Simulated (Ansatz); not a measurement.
Si under a change: Si → Sn

Base system: Si in the diamond structure (space group Fd-3m, No. 227; a = 5.470 Å).

Now apply this change: full substitution Si → Sn, then cell and atoms are relaxed.

Computed with PBE, PAW, 420 eV (Ansatz, a program for electronic structure; spin-orbit coupling left out), earlier PAW set. k-mesh 12×12×12 (Γ-centred); smearing 0.05 eV (Fermi–Dirac), for the changed cell.

```csv
quantity,base,changed,shift
density,2.28 g/cm³,5.35 g/cm³,+3.07 g/cm³
lattice parameter a,5.470 Å,6.656 Å,+1.1865 Å
shortest interatomic distance,2.369 Å,2.882 Å,+0.5138 Å
band gap,0.61 eV,zero,–
```

Final structure:

```
Sn
1.0
    0.00000     3.32820     3.32820
    3.32820     0.00000     3.32820
    3.32820     3.32820     0.00000
Sn
2
Direct
  0.50000   0.50000   0.50000
  0.75000   0.75000   0.75000
```

No phonon test of stability was made.
